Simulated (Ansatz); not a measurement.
A computed series for CdSe: thickness series

The parent structure is CdSe in the wurtzite structure (space group P6_3mc, No. 186; a = 4.302 Å, c = 7.021 Å). Axes: x lies along a and z along c of the hexagonal cell.

Free-standing slabs (4 atom(s) a layer) normal to the y axis with 15 Å of vacuum; in-plane cell held at bulk.

Computed with PBEsol/PAW in Ansatz (a program for electronic structure), no spin-orbit coupling.

```csv
number of layers,band gap (eV)
1,1.73
2,?
3,1.14
4,1.01
```

Problem. Fit E_g(N) = E_bulk + A N^(−s) with E_bulk = 0.54 eV, fitted as a line in log–log form to the rows shown and predict the withheld row.

Solution. Least squares on the printed values gives A = 1.20 eV, s = 0.66 (largest residual 0.02 eV); this predicts 1.30 eV, and the run gives 1.32 eV, 0.02 higher.

Whether these cells are dynamically stable was not tested.
